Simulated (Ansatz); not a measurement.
Consider HfO2 in the fluorite structure (space group Fm-3m, No. 225; a = 5.0438 Å). Axes: x, y, z lie along the cube axes.

Computed with PBEsol (Ansatz, a first-principles code), no spin-orbit coupling.

Perturbation: tensor shear ε_xy = +1.71 % (engineering shear γ = 0.0342), atoms relaxed at fixed cell.

Problem. Predict the stress tensor and what it implies for the stiffness.

Solution. Stress of the strained cell less that of the base (GPa, compression positive):
```
   0.16   -2.41    0.00
  -2.41    0.16    0.00
   0.00    0.00    0.14
```

Then −Δσ/γ with γ = 2ε = 0.0342 gives secant stiffness values (nonlinear terms included at this strain): C66 ≈ 70 GPa.

Whether these cells are dynamically stable was not tested. This is not the structure that HfO2 has at room temperature and ambient pressure.
